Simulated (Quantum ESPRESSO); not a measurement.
**One base run on W (Im-3m, 1 atom in the cell) and variants with one or two settings moved**

```
CELL_PARAMETERS angstrom
      1.56138     1.56138     1.56138
     -1.56138     1.56138     1.56138
     -1.56138    -1.56138     1.56138
ATOMIC_POSITIONS crystal
  W  0.00000 0.00000 0.00000
```

Base run A: PBEsol, PSlibrary ultrasoft (PBE) pseudopotentials (Quantum ESPRESSO), self-consistent single point.

Its settings: ecutwfc = 55 Ry; ecutrho = 495 Ry; occupations = smearing; smearing = cold; degauss = 0.0099958 Ry; input_dft = pbesol; potentials = {W: W.pbe-spn-rrkjus_psl.1.0.0.UPF}; K_POINTS = automatic 15 15 15 0 0 0; conv_thr = 1e-10 Ry; mixing_beta = 0.7.

The starting cell comes from a database of computed structures (which also holds hypothetical and non-ambient phases and stackings), without a prior relaxation at this level. Its lattice was rescaled by a random factor within 2.5 % of one. Spin polarisation is off. In the base run, with a pressure of about 9 GPa the cell is away from its equilibrium volume at this level.

ΔF is the free energy per atom less that of run A. A dash stands where there is no value to compare (another energy zero or no entropy term, no result, no spin, no clean gap, or a mesh too coarse for one). Absolute energies have different zeros for different potentials, functionals, Hubbard and dispersion terms and are not compared across them.

Runs:
- B: nosym: default → true
- C: degauss: 0.0099958 Ry → 0.0147 Ry
- D: vdw_corr: default → grimme-d3; dftd3_version: default → 4; dftd3_threebody: default → false [PBEsol-D3(BJ)]
- E: K_POINTS: automatic 15 15 15 0 0 0 → automatic 15 15 15 1 1 1
- F: smearing: cold → gauss; degauss: 0.0099958 Ry → 0.02205 Ry
- G: lattice scaled by 1.015; ecutwfc: 55 Ry → 33 Ry; ecutrho: 495 Ry → 297 Ry
- H: 2 x 2 x 2 supercell, mesh divided and rounded up; K_POINTS: automatic 15 15 15 0 0 0 → automatic 8 8 8 0 0 0
- I: K_POINTS: automatic 15 15 15 0 0 0 → automatic 23 23 23 0 0 0
- J: mixing_beta: 0.7 → 0.2
- K: input_dft: pbesol → vdw-df2-b86r [rev-vdW-DF2]
- L: diago_full_acc: default → true

| run | ΔF (meV/atom) | pressure (GPa) | k-points | valence electrons |
|---|---|---|---|---|
| A | 0.00 | 8.75 | 120 | 14 |
| B | 0.00 | 8.75 | 1688 | 14 |
| C | 0.13 | 8.60 | 120 | 14 |
| D | – | 0.57 | 120 | 14 |
| E | -6.6 | 8.58 | 120 | 14 |
| F | -10.4 | 8.57 | 120 | 14 |
| G | 83.6 | -8.55 | 120 | 14 |
| H | -7.9 | 8.22 | 29 | 112 |
| I | -5.1 | 8.51 | 364 | 14 |
| J | 0.00 | 8.75 | 120 | 14 |
| K | – | 12.93 | 120 | 14 |
| L | 0.00 | 8.75 | 120 | 14 |

Run F against A: The free energy drops by 10.4 meV/atom and the pressure goes from 8.75 to 8.57 GPa.

Run E against A: The free energy drops by 6.6 meV/atom and the pressure goes from 8.75 to 8.58 GPa.

Run I against A: The free energy falls by 5.1 meV/atom and the pressure goes from 8.75 to 8.51 GPa.
